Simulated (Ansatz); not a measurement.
We consider Ca₃WO₆ (P2₁/c, No. 14), described by r²SCAN-D4 in Ansatz (plane waves, PAW).

Settings: plane-wave cutoff 500 eV, 8×8×6 k mesh (along the axes of the cell as run), gaussian smearing 0.02 eV, no spin polarisation, scalar-relativistic PAW data made under PBE.

Computed at the level's own relaxed cell.

Q: Estimate the volume per atom and band gap that the calculation returns.

A: 
* **volume per atom**: 12.74 Å³/atom
* **band gap**: 3.64 eV (on the SCF k mesh)

Note: the relaxation could not lower the start's symmetry, so the cell can be a saddle point above a distorted one.

Spin–orbit coupling is not included.

Static lattice: no zero-point or thermal effects.

Ansatz is an electronic-structure program.
